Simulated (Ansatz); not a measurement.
Habitual settings against a tight run: TiAs (P6_3/mmc, 8 atoms in the cell)

Self-consistent single point.

```xyz
8
Lattice="3.6834 0.0000 0.0000 -1.8417 3.1900 0.0000 0.0000 0.0000 12.1723" Properties=species:S:1:pos:R:3 pbc="T T T"
Ti     0.0000     2.1266     1.4301
Ti     1.8417     1.0633    10.7422
Ti     1.8417     1.0633     7.5163
Ti     0.0000     2.1266     4.6560
As     0.0000     0.0000     0.0000
As     0.0000     0.0000     6.0862
As     0.0000     2.1266     9.1293
As     1.8417     1.0633     3.0431
```

Method of the run: PBEsol, harder PAW files (source: ansatz) made with PBE (plane waves; Ansatz, an electronic-structure program).

Base settings: basis.ecutwfc = 740 eV; kpoints.mp_grid.grid = 11 11 3; hamiltonian.xc = pbesol; hamiltonian.pseudopotentials = {kind: paw, source: ansatz}; scf.occupations.method = methfessel_paxton; scf.occupations.width = 0.136 eV.

Tight run (finer mesh or higher cutoff; not a proven limit): basis.ecutwfc: 740 eV → 1035 eV; kpoints.mp_grid.grid: 11 11 3 → 15 15 5; scf.convergence.dr2_threshold: default (1e-07 eV) → 1e-09 eV. It gave Fermi level (on the code's own zero) 12.95 eV; pressure -7.31 GPa; largest force (vector length) 0.077 eV/Å.

Quick runs, as changes from the base:
- A: the base itself
- B: basis.ecutwfc: 740 eV → 370 eV; kpoints.mp_grid.grid: 11 11 3 → 8 8 8
- C: basis.ecutwfc: 740 eV → 370 eV; kpoints.mp_grid.grid: 11 11 3 → 4 4 4; scf.occupations.method: methfessel_paxton → cold; scf.occupations.width: 0.136 eV → 0.2 eV
- D: basis.ecutwfc: 740 eV → 445 eV; kpoints.mp_grid.grid: 11 11 3 → 3 3 3
- E: basis.ecutwfc: 740 eV → 590 eV; kpoints.mp_grid.grid: 11 11 3 → 6 6 6; hamiltonian.xc: pbesol → lda [LDA (PW92)]

Dashes: energy of E, another energy zero.

† marks runs with another functional, U, potentials or spin treatment: their distance from the tight run is not a convergence error alone.

The count of work is k-points × plane waves × bands × iterations; it is no time. 

Pressures in the table are Ansatz's without its Pulay estimate, at a fixed set of plane waves; the tight run's value above holds the estimate.

The starting cell comes from a database of computed structures (which also holds hypothetical and non-ambient phases and stackings), without a prior relaxation at this level. Its lattice was rescaled by a random factor within 2.5 % of one. Spin polarisation is off, so a magnetic state, if there is one, cannot be reached. In the base run, with a pressure of about -7 GPa the cell is away from its equilibrium volume at this level.

```
run  energy less tight (meV/atom)  pressure less tight (GPa)  largest miss in a force vector (eV/Å)  count of work / tight
---  ----------------------------  -------------------------  -------------------------------------  ---------------------
A                            -0.5                      -0.01                                  0.002                   0.20
B                           739.2                     -39.76                                  0.165                   0.11
C                           756.0                     -39.90                                  0.197                  0.026
D                           130.4                      -8.28                                  0.132                  0.016
E†                              –                      -3.43                                  0.003                   0.12
```

Among the runs at the tight run's level, the energy misses run from 0.5 to 756.0 meV/atom.

Left out of this page: 1 run of the series with a known weakness of the program.

Keys are those of Ansatz 0.2.
